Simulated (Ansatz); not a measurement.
Take WC (space group P-6m2, No. 187; a = 2.884 Å, c = 2.812 Å; relaxed with 0.1 eV smearing) as the base. Axes: x lies along a and z along c of the hexagonal cell.

Calculations: LDA (Ansatz, a first-principles code, PAW, without spin-orbit coupling).

For the base:

| Property | Result |
|---|---|
| Pressure | 0.0 GPa |

It is then changed as follows: the cell is stretched by 1.50 % along z with no lateral relaxation, atoms relaxed at fixed cell.

Task: What happens to the pressure?

Result: The pressure (mean of the normal stresses, compression positive) goes from zero to -6.7 GPa.

The cells carry an imposed strain or load. Stability against distortions was not tested. The final runs are not spin-polarised.
